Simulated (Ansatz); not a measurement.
Ge, response to strain

Base system: Ge in the diamond structure (space group Fd-3m, No. 227; a = 5.6744 Å). Axes: x, y, z lie along the cube axes.

Strains are applied to the cell and any free atomic positions relax.

All numbers come from r2SCAN (Ansatz, a quantum-chemistry and plane-wave program; PAW; 500 eV plane waves; no spin-orbit coupling).

Notes on the quantities. energy relative to the base: free energy F; pressure: mean of the normal stresses, compression positive.

```
case                            band gap  shortest interatomic distance  energy relative to the base  pressure
------------------------------  --------  -----------------------------  ---------------------------  --------
base                             0.36 eV                        2.457 Å                   0 meV/atom  0.01 GPa
uniaxial strain ε_zz = −3.00 %   0.36 eV                        2.433 Å                +8.4 meV/atom  2.34 GPa
uniaxial strain ε_zz = −2.50 %   0.37 eV                        2.437 Å                +5.8 meV/atom  1.92 GPa
uniaxial strain ε_zz = −2.00 %   0.39 eV                        2.441 Å                +3.7 meV/atom  1.52 GPa
uniaxial strain ε_zz = −1.50 %   0.40 eV                        2.445 Å                +2.1 meV/atom  1.12 GPa
uniaxial strain ε_zz = −1.00 %   0.40 eV                        2.449 Å                +0.9 meV/atom  0.74 GPa
uniaxial strain ε_zz = −0.50 %   0.38 eV                        2.453 Å                +0.2 meV/atom  0.37 GPa
```

Stability against distortions was not tested.
